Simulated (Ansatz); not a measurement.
Cost and result by functional for the surface energy of the (100) surface of fcc Pd in its 1x1 cell, outermost plane spacing 1.97 Å in the ideal cut, in Ansatz (plane waves, PAW). Single points on the PBE structure, on one kind of machine; costs are rough ratios of the slab run's core time (references not counted) to the cheapest single point. r2SCAN's cost holds its higher cutoff (500 against 420 eV). Differences are taken against r2SCAN for comparison alone: no measured value is at hand, so the table doesn't rank accuracy.

Slab: 6 atoms, 9.9 Å thick at the start (thin: gaps and levels are the slab's own); k 13x13x1, smearing 0.1 eV, dipole-corrected; all atoms relaxed; symmetry of the start imposed; no spin, no spin-orbit, no U. These notes are the PBE run's.

| functional | relative cost | surface energy (J/m²) | less r2SCAN (J/m²) |
|---|---|---|---|
| RPBE | 1 | 1.28 | -0.48 |
| PBEsol | 1 | 1.93 | 0.18 |
| LDA | 1 | 2.15 | 0.39 |
| r2SCAN | 5 | 1.76 | 0.00 |
| PBE (the relaxed run's value) | – | 1.54 | -0.21 |

The values span 0.87 J/m², while the single points' costs differ by a factor of roughly 5. Differences are of unrounded values.

Ansatz is a first-principles code.
